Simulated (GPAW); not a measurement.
# Equation of state of fcc Pd (space group 225): energy against volume (GPAW, LDA)

```xyz
1
Lattice="0.0000 1.8694 1.8694 1.8694 0.0000 1.8694 1.8694 1.8694 0.0000" Properties=species:S:1:pos:R:3 pbc="T T T"
Pd     0.0000     0.0000     0.0000
```

Level of theory: LDA (Perdew-Wang 92), GPAW PAW datasets LDA (gpaw-data 1.0.1) (plane waves; GPAW). Settings: mode = pw; ecut = 585 eV; xc = LDA; kpts = 26 26 26; mesh shift (steps) = 0 0 0; occupations.name = fermi-dirac; occupations.width = 0.05 eV; nbands = -7; convergence.density = 1e-05 e/electron; symmetry.symmorphic = false; symmetry.tolerance = 0.0005; maxiter = 100. The cell above is the first row's. The rows scale it uniformly. In all rows the k mesh is held. E is the free energy at the stated smearing, counted from the lowest row.

```
V (Å^3/atom)  E (meV/atom)
------------  ------------
13.065                   ?
13.349               36.89
13.633               14.78
13.917                2.89
14.201                0.00
14.485                5.01
14.769               16.97
15.053               35.01
15.337               58.39
```

### Question
Fit E against V with the third-order Birch-Murnaghan form, a cubic in V^(-2/3), and predict the withheld value at V = 13.065.

### Answer
With u = V^(-2/3) - 0.170, the rows have u = 0.007705, 0.005229, 0.002837, 0.000525, -0.001712, -0.003876, -0.005972, -0.008003. Least squares gives E = 0.495 - 1344.34·u + 762246·u² + 3283914·u³. Residuals (row less fit): -0.001, 0.003, -0.001, 0.000, -0.004, 0.004, 0.001, -0.001; standard error 0.003 (degrees of freedom: 4). Its minimum lies at u = 0.000877, so V0 = (0.170877)^(-3/2) = 14.16. There d²E/du² = 1542000 and d³E/du³ = 1.970e7, so B0 = (4/9) × 14.16^(-7/3) × 1542000 × 0.160218 = 226 GPa (the last factor turns the table's units into GPa), and B0' = 4 + (2/3) × 0.170877 × (1.970e7)/1542000 = 5.5. The program's pressures in the fitted runs (not shown) pass through zero at V = 14.16, 0.01 % from this V0. At the withheld row, u = 0.010271, so E = 0.495 - 1344.34 × 0.010271 + 762246 × 0.010271² + 3283914 × 0.010271³ = 70.657 meV/atom. The calculation gives 70.63 meV/atom, 0.027 meV/atom below the prediction (under 0.05 % of the range of E in the table). The row lies outside the fitted rows, so this is an extrapolation. From the scatter of the fitted rows alone, a prediction at this place has a standard error of 0.010 meV/atom, so the miss is 2.6 times that.

Carrying the step between the two nearest rows on in a straight line would have given 59.00, off by 11.63; series whose last step already gives the withheld value aren't shown. The scan was laid around a cell of about the measured size, scaled by a guess for this functional. Spin polarisation is off. Cutoffs and mesh are single choices, not tested for convergence of this quantity. Series with a scatter that would blur these digits, or in which a gap closes, are not shown. Nor are scans whose minimum lies at an end fitted in this form.
